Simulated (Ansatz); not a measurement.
Consider Li in the bcc (W type) structure (space group Im-3m, No. 229; a = 3.4352 Å; relaxed with 0.1 eV smearing).

Level of theory: PBE/PAW in Ansatz (a quantum-chemistry and plane-wave program), no SOC.

Base values:

| Quantity | Value |
|---|---|
| Pressure | 0.0 GPa |

Modification: an isotropic linear strain of +3.00 %, atoms relaxed at fixed cell.

What does the calculation give for the pressure after the change?

The pressure goes from zero to -1.1 GPa.

How does this affect the energy relative to the base?

The energy grows by 6.6 meV/atom.

No phonon test of stability was made.
